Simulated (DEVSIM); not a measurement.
Device: illuminated Si p-on-n cell, one wavelength, with a back-surface field, at 400 K.

Layer 1 from the left is Si, thickness (μm) 0.650, Na (cm⁻³) 4.5e18, τn (s) 8e-6, τp (s) 1.7e-7, absorption coefficient (cm⁻¹) 55000. Layer 2 from the left is Si, thickness (μm) 120, Nd (cm⁻³) 1.3e16, τn (s) 8.7e-6, τp (s) 8.7e-6, absorption coefficient (cm⁻¹) 55000. Layer 3 from the left is Si, thickness (μm) 0.410, Nd (cm⁻³) 1.2e18, τn (s) 8.7e-6, τp (s) 8.7e-6, absorption coefficient (cm⁻¹) 55000.

Left contact: ohmic, minority electron recombination velocity 9000 cm/s. Right contact: ohmic, minority hole recombination velocity 2e5 cm/s. Voltage is applied to the left contact. Recombination: SRH at mid-gap, radiative, Auger. Light enters at the left, 2.5e17 photons cm⁻² s⁻¹, one pass, no reflection. Mobility is constant in doping.

This is a model device: material constants are rounded textbook-type values typed into the input, and sizes, dopings and lifetimes were drawn at random. Values at 300 K; Nc and Nv go as T^1.5, mobilities as T to minus their exponent, the gap by Varshni's rule with the affinity fixed.

Si: gap (eV) 1.124, affinity (eV) 4.05, permittivity 11.7, Nc (cm⁻³) 2.86e19, Nv (cm⁻³) 3.1e19, μn (cm²/Vs) 1417, μp (cm²/Vs) 470, T exponent of μn 2.3, T exponent of μp 2.2, B (cm³/s) 4.7e-15, Cn (cm⁶/s) 2.8e-31, Cp (cm⁶/s) 9.9e-32, Varshni α (eV/K) 0.000473, Varshni β (K) 636.

DEVSIM, 1D drift-diffusion, Boltzmann statistics, complete ionisation; no tunnelling, impact ionisation, image-force lowering or self-heating.

Q: What does the simulation give for the fill factor, the dark forward voltage at 1 A/cm², the dark forward voltage at 100 A/cm²?

A: fill factor 0.72; dark forward voltage at 1 A/cm² 0.522 V; dark forward voltage at 100 A/cm² 0.776 V.
